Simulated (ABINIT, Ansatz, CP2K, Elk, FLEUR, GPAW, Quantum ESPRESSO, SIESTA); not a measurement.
## One structure in several programs: AgAu3 (Pm-3m, 4 atoms in the cell)

Self-consistent single point, at a second geometry (lattice scaled by 0.98). First geometry:

```
CELL_PARAMETERS angstrom
      4.12163     0.00000     0.00000
      0.00000     4.12163     0.00000
      0.00000     0.00000     4.12163
ATOMIC_POSITIONS crystal
  Ag 0.50000 0.50000 0.50000
  Au 0.50000 0.00000 0.00000
  Au 0.00000 0.50000 0.00000
  Au 0.00000 0.00000 0.50000
```

Shared settings, as Ansatz (a quantum-chemistry and plane-wave program) writes them: kpoints.mp_grid.grid = 6 6 6; scf.occupations.method = fermi_dirac; scf.occupations.width = 0.1 eV. Potentials and cutoffs stand in the table.

| code | model | ΔF from the first geometry (meV/atom) | pressure (GPa) | cutoff |
|---|---|---|---|---|
| CP2K | LDA (Pade form), GPW, DZVP-MOLOPT-SR-GTH basis, GTH-PADE potentials (GTH_POTENTIALS) | 1.0 | 5.80 | grid 500 Ry |
| FLEUR | LDA (Perdew-Zunger), all-electron FLAPW (FLEUR), scalar-relativistic valence | -37.3 | – | Kmax 3.9 1/bohr |
| SIESTA | LDA PW92, numerical atomic orbitals DZP, PseudoDojo LDA standard norm-conserving potentials (rewritten from UPF to PSML) | -58.4 | -3.55 | grid 300 Ry |
| GPAW | LDA (Perdew-Wang 92), GPAW PAW datasets LDA (gpaw-data 1.0.1) | -20.8 | 1.92 | 600 eV |
| Elk | LDA (PW92), all-electron FP-LAPW, Elk's shipped species files, LAPW+lo basis | -43.6 | – | rgkmax 8 |
| Quantum ESPRESSO | LDA (PZ), GBRV 1.5 ultrasoft (LDA) pseudopotentials | -36.5 | -1.36 | 40 Ry |
| ABINIT | LDA (PW92), norm-conserving pseudopotentials (PseudoDojo nc-sr-04 LDA standard) | -37.2 | -1.00 | 1170 eV |
| Ansatz | LDA (PW92), PAW files made with PBE | -35.5 | -0.73 | 420 eV |

For Quantum ESPRESSO (by 0.5 GPa) the energy change implies a higher mean pressure, against the two pressures, than for the other programs: a sign of finite-basis (Pulay) stress.

A dash marks a value that a program does not give, or that is left out as unsure.

On Ansatz's run: spin-orbit coupling is off.

The spread over the programs that give each value: ΔF from the first geometry within 59.4 meV/atom; pressure within 9.35 GPa.

CP2K and SIESTA use small atom-centred bases, whose incompleteness enters pressures, forces and empty levels differently from a plane-wave cutoff. FLEUR and Elk treat all electrons, but the usual bases taken here (sphere radii, linearisation, local orbitals, empty states) were not tested for convergence, so the values are no reference for the others. Ansatz's pressure is given at a fixed set of plane waves, as the other plane-wave codes print theirs; with its correction for the finite basis it is -0.68 GPa. The same LDA comes in different parametrisations, which differ slightly. In the pressure, CP2K (by 6.67), SIESTA (by 2.68) and GPAW (by 2.78) lie more than 1 GPa from the median of the plane-wave programs.

The starting cell comes from a database of computed structures (which also holds hypothetical and non-ambient phases and stackings), without a prior relaxation at this level. For this run, on top of that: lattice scaled by 0.98.

Keys are those of Ansatz 0.2.
